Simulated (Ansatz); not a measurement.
## O vacancy + Gd on the Hf site + Gd on the Hf site (V_O+Gd_Hf+Gd_Hf) in metastable polar orthorhombic HfO2

These are PBE, PAW (plane waves to 420 eV; Ansatz, a program for electronic structure) values and carry that method's errors. Cell: 96 sites, 2×2×2 repeats of a cell of 12 atoms; final energies on a 2×2×2 shifted mesh. Sites at the start: the O(1) site; Hf 2.04 Å away; Hf 2.16 Å away. Charged cells carry a point-charge image correction with potential alignment at far atoms. Dielectric constants: PBE linear response of the host. Host gap at this level: 4.36 eV. A cell of this size leaves errors of a few tenths of an eV. Levels are measured in PBE's own, too narrow, gap. Spin–orbit coupling is left out, which matters for these heavy elements, and no Hubbard U is applied to the open shells. Each state is the lowest found from its start.

The name describes the start; the neighbours show where the atoms ended.

Charges with a result: +1, 0, −1. Others weren't obtained, and one of them could lie lower, also by skipping a charge.

```csv
charge,moment (μB),point group,largest move off a lattice site (Å),neighbours of the last Gd atom of the defect at the end (Å),image correction with alignment (eV)
+1†,13.0,–,0.31,"O 2.22, O 2.26, O 2.26, O 2.30, O 2.31, O 2.37, O 2.94",-0.06
0,14.0,C1,0.26,"O 2.22, O 2.26, O 2.27, O 2.29, O 2.31, O 2.37, O 3.00",0.00
−1,13.0,C1,0.20,"O 2.25, O 2.27, O 2.31, O 2.33, O 2.34, O 2.37, O 3.09",0.19
```

† Not settled in this cell, so no level is given: charge +1: carriers not clearly localised, level within 0.1 eV of a band edge or past it.

Point groups are those of the whole cell at tolerances of 0.03 and 0.1 Å ("near" where only the looser one holds); none is given for unsettled states.

Starting moments that weren't kept: charge +1 began with 7 μB and ended with 13.0; charge 0 began with 6 μB and ended with 14.0; charge −1 began with 7 μB and ended with 13.0.

Transition levels above the valence-band maximum: ε(0/−1) = 2.88 eV. With a charge missing or unsettled, these needn't be thermodynamic levels.

Flagged in the runs: a host whose relaxation on this sampling wasn't shown to rest.

All states together cost roughly 12 core-hours.
